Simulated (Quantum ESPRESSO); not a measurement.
A user runs Quantum ESPRESSO on SrPd3O4 (Pm-3n, 16 atoms in the cell) and asks whether the run is sound. The aim is a self-consistent single point with DFT, LDA (PZ), plane waves, GBRV 1.5 ultrasoft (LDA) pseudopotentials.

Cell that was meant: a = 5.8260 Å, b = 5.8260 Å, c = 5.8260 Å, α = 90.00°, β = 90.00°, γ = 90.00°.

Part of the input:

```fortran
   degauss = 0.0036749,
/
&ELECTRONS
   conv_thr = 1.0d-1,
   mixing_beta = 0.4,
/
ATOMIC_SPECIES
```

Output, abridged:

```
     Message from routine setup:
     using ibrav=0 with symmetry is DISCOURAGED, use correct ibrav instead
     G-vector sticks info
   [... lines left out ...]
        k(    2) = (   0.1250000   0.1250000   0.3750000), wk =   0.7500000
        k(    3) = (   0.1250000   0.3750000   0.3750000), wk =   0.7500000
        k(    4) = (   0.3750000   0.3750000   0.3750000), wk =   0.2500000

     Dense  grid:   129043 G-vectors     FFT dimensions: (  64,  64,  64)

     Smooth grid:    45769 G-vectors     FFT dimensions: (  48,  48,  48)

     Initial potential from superposition of free atoms

     starting charge     160.9459, renormalised to     164.0000

     negative rho (up, down):  5.941E-01 0.000E+00
     Self-consistent Calculation

     iteration #  1     ecut=    40.00 Ry     beta= 0.40
     Minimization algorithm failed to find Fermi energy: reverting to bisection
     Possible cause: smearing is larger than the electronic band-gap.

     negative rho (up, down):  5.885E-01 0.000E+00

     total energy              =   -1586.11539733 Ry
     estimated scf accuracy    <      15.68824372 Ry

     iteration #  2     ecut=    40.00 Ry     beta= 0.40

     negative rho (up, down):  5.981E-01 0.000E+00

     total energy              =   -1590.36385025 Ry
     estimated scf accuracy    <       8.53232547 Ry

     iteration #  3     ecut=    40.00 Ry     beta= 0.40

     negative rho (up, down):  6.019E-01 0.000E+00

     WARNING: integrated charge=   164.00010903, expected=   164.00000000

     total energy              =   -1591.76071308 Ry
     estimated scf accuracy    <       0.10132116 Ry

     iteration #  4     ecut=    40.00 Ry     beta= 0.40

     negative rho (up, down):  6.104E-01 0.000E+00
     End of self-consistent calculation

     the Fermi energy is    12.9790 ev

     WARNING: integrated charge=   164.00021321, expected=   164.00000000

!    total energy              =   -1591.76073263 Ry
     estimated scf accuracy    <       0.02924287 Ry
     smearing contrib. (-TS)   =       0.00000058 Ry
     internal energy E=F+TS    =   -1591.76073321 Ry

     convergence has been achieved in   4 iterations

     negative rho (up, down):  6.104E-01 0.000E+00

     Forces acting on atoms (cartesian axes, Ry/au):

     atom    1 type  1   force =     0.00000000    0.00000000    0.00000000
   [... zero for the other atoms too ...]

     Total force =     0.000000     Total SCF correction =     0.000000

     negative rho (up, down):  6.104E-01 0.000E+00
          total   stress  (Ry/bohr**3)                   (kbar)     P=      -52.22
  -0.00035501   0.00000000   0.00000000          -52.22        0.00        0.00
   0.00000000  -0.00035501   0.00000000            0.00      -52.22        0.00
   0.00000000   0.00000000  -0.00035501            0.00        0.00      -52.22

   JOB DONE.
```

Problem. Is this run sound? If not, what is wrong?

Solution. The run is not sound. The fault is a convergence threshold that is too loose. A loop that stops early leaves an energy error of second order in the density error, but errors of first order in forces and stress. To fix it, tighten the threshold. The run converged in 4 iterations without an error; against the sound input the free energy rises by 3.2 meV/atom, the pressure goes from -6.26 to -5.22 GPa and the gap on the mesh stays at 0.277 eV. The full log also holds: “WARNING: integrated charge=   164.00021321, expected=   164.00000000”.

The sound input it was made from differs as follows (other fixes are possible):
```diff
-   conv_thr = 1.0d-1,
+   conv_thr = 1.0e-11,
```

With that input, the run converged in 14 iterations: free energy E − TS -21657.0599 eV; top of the valence band (on the code's own zero) 12.81 eV; gap on the k-point mesh 0.28 eV; pressure -6.26 GPa (DFT, LDA (PZ), plane waves, GBRV 1.5 ultrasoft (LDA) pseudopotentials).

On the sound input: the starting cell comes from a database of published, mostly measured structures (it also holds non-ambient and calculated ones), without a prior relaxation at this level. Spin polarisation is off. With a pressure of about -6 GPa the cell is away from its equilibrium volume at this level. The shifted mesh does not hold Γ, so a gap read on it misses any band edge there.
